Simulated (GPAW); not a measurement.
Worked example: self-consistent single point of MgB₂ (P6/mmm, 3 atoms in the cell) in GPAW

Computed with PBE, GPAW PAW datasets PBE (gpaw-data 1.0.1) (plane waves; GPAW).

This input was run:

```python
from ase import Atoms
from ase.units import GPa
from gpaw import GPAW

atoms = Atoms(['Mg', 'B', 'B'],
              cell=[[2.997217, 0.000000, 0.000000],
                    [-1.498608, 2.595666, 0.000000],
                    [0.000000, 0.000000, 3.445523]],
              positions=[[0.000000, 0.000000, 0.000000],
                         [1.498610, 0.865221, 1.722762],
                         [-0.000001, 1.730445, 1.722762]],
              pbc=True)

calc = GPAW(mode={'name': 'pw', 'ecut': 900},
            xc='PBE',
            kpts={'size': (13, 13, 10), 'gamma': True},
            occupations={'name': 'fermi-dirac', 'width': 0.1},
            nbands=-7,
            symmetry={'symmorphic': False, 'tolerance': 0.0005},
            maxiter=100)

atoms.calc = calc

energy = atoms.get_potential_energy()
print('Energy (eV):', round(energy, 6))
forces = atoms.get_forces()
print('Forces (eV/Ang):')
print(forces.round(5))
stress = atoms.get_stress()
print('Stress (GPa, Voigt):', (stress / GPa).round(4))
```

Output, abridged:

```
Input parameters:
  kpts: {gamma: True,
         size: (13, 13, 10)}
  maxiter: 100
  mode: {ecut: 900,
         name: pw}
  nbands: -7
  occupations: {name: fermi-dirac,
                width: 0.1}
  symmetry: {symmorphic: False,
             tolerance: 0.0005}
  xc: PBE

species:
  Mg:
    name: Magnesium
    Z: 12.0
    valence: 10
    core: 2
    charge: 0.0
    file: Mg.PBE.gz

    # Using partial waves for Mg as LCAO basis

  B:
    name: Boron
    Z: 5.0
    valence: 3
    core: 2
    charge: 0.0
    file: B.PBE.gz

    # Using partial waves for B as LCAO basis

Reference energy: -6788.624023  # eV

Spin-paired calculation

Convergence criteria:
 Maximum [total energy] change in last 3 cyles: 0.0005 eV / valence electron
 Maximum integral of absolute [dens]ity change: 0.0001 electrons / valence electron
 Maximum integral of absolute [eigenst]ate change: 4e-08 eV^2 / valence electron
 Maximum number of scf [iter]ations: 100

Symmetries present (total): 24
Symmetries with fractional translations: 0
1690 k-points: 13 x 13 x 10 Monkhorst-Pack grid + [0.000000,0.000000,1/20]
126 k-points in the irreducible part of the Brillouin zone
       k-points in crystal coordinates                weights
   0:     0.00000000    0.00000000    0.00000000          1/1690
   1:     0.00000000    0.00000000    0.10000000          2/1690
   2:     0.00000000    0.00000000    0.20000000          2/1690
   [... 7 lines left out ...]
          ...
 125:     0.46153846    0.46153846    0.50000000          6/1690

Wave functions: Plane wave expansion
  Cutoff energy: 900.000 eV
  Number of coefficients (min, max): 1624, 1673
  Pulay-stress correction: 0.000000 eV/Ang^3 (de/decut=0.000000)

Occupation numbers: Fermi-Dirac:
  width: 0.1000  # eV

Eigensolver

Densities:
  Coarse grid: 21*21*24 grid
  Fine grid: 42*42*48 grid
  Total Charge: 0.000000

Density mixing:
  Method: separate
  Backend: pulay
  Linear mixing parameter: 0.05
  old densities: 5
  Damping of long wavelength oscillations: 50

Hamiltonian:
  XC and Coulomb potentials evaluated on a 42*42*48 grid
  External potential:
    NoExternalPotential

XC parameters: PBE with 2 nearest neighbor stencil

Number of atoms: 3
Number of atomic orbitals: 16
Number of bands in calculation: 15
Number of valence electrons: 16
Bands to converge: occupied

Density initialized from atomic densities
  15 bands from LCAO basis set

Atomic positions and initial magnetic moments

Positions:
   0 Mg     0.000000    0.000000    0.000000    ( 0.0000,  0.0000,  0.0000)
   1 B      1.498610    0.865221    1.722762    ( 0.0000,  0.0000,  0.0000)
   2 B     -0.000001    1.730445    1.722762    ( 0.0000,  0.0000,  0.0000)

Unit cell:
           periodic     x           y           z      points  spacing
  1. axis:    yes    2.997217    0.000000    0.000000    21     0.1236
  2. axis:    yes   -1.498608    2.595666    0.000000    21     0.1236
  3. axis:    yes    0.000000    0.000000    3.445523    24     0.1436

  Lengths:   2.997217   2.997217   3.445523
  Angles:   90.000000  90.000000 119.999992

Effective grid spacing dv^(1/3) = 0.1363

     iter     time        total  log10-change:
                         energy   eigst   dens
iter:   1 --:--:--   -16.975034
iter:   2 --:--:--   -16.690009   -0.58  -0.94
iter:   3 --:--:--   -15.374799   -0.72  -0.98
iter:   4 --:--:--   -15.350349   -2.18  -1.59
iter:   5 --:--:--   -15.357118   -2.57  -1.66
iter:   6 --:--:--   -15.354728c  -3.19  -2.34
iter:   7 --:--:--   -15.355011c  -3.86  -2.68
iter:   8 --:--:--   -15.354761c  -4.12  -2.78
iter:   9 --:--:--   -15.354762c  -4.67  -3.87
iter:  10 --:--:--   -15.354763c  -5.09  -3.92
iter:  11 --:--:--   -15.354764c  -5.53  -3.84
iter:  12 --:--:--   -15.354763c  -5.98  -4.22c
iter:  13 --:--:--   -15.354763c  -6.42  -5.41c
iter:  14 --:--:--   -15.354763c  -6.87  -5.59c
iter:  15 --:--:--   -15.354763c  -7.34  -5.65c
iter:  16 --:--:--   -15.354763c  -7.85c -5.69c

Converged after 16 iterations.

Dipole moment: (-0.000000, -0.000000, 0.000003) |e|*Ang

Energy contributions relative to reference atoms: (reference = -6788.624023)

Kinetic:        +17.659187
Potential:      -11.795957
External:        +0.000000
XC:             -21.184103
Entropy (-ST):   -0.021308
Local:           -0.023237
SIC:             +0.000000
--------------------------
Free energy:    -15.365417
Extrapolated:   -15.354763

Showing only first 2 kpts
 Kpt  Band  Eigenvalues  Occupancy
  0     6      8.39102    0.01794
  0     7      8.39109    0.01793
  0     8      9.70150    0.00000
  0     9     14.66850    0.00000

  1     6      8.42634    0.01264
  1     7      8.42641    0.01263
  1     8     10.59243    0.00000
  1     9     14.69322    0.00000

Fermi level: 7.92055

No gap
No difference between direct/indirect transitions
Energy (eV): -15.354763

Forces in eV/Ang:
  0 Mg    0.00000   -0.00000    0.00000
  1 B    -0.00000   -0.00000    0.00000
  2 B    -0.00000    0.00000    0.00000

Stress tensor:
    -0.091751     0.000000     0.000000
     0.000000    -0.091751     0.000000
     0.000000     0.000000    -0.056857
Stress (GPa, Voigt): [-14.7001 -14.7001  -9.1095   0.       0.       0.    ]
```

The run converged in 16 iterations. GPAW prints stress with tension positive.

At such cutoffs GPAW's stress carries a finite-basis (Pulay) error, which enters relaxed cells too; its log prints stress with tension positive.

The starting cell comes from a database of computed structures (which also holds hypothetical and non-ambient phases and stackings), without a prior relaxation at this level. Its lattice was rescaled by a random factor within 2.5 % of one.

Cost on one core of a shared machine: roughly 70 s.
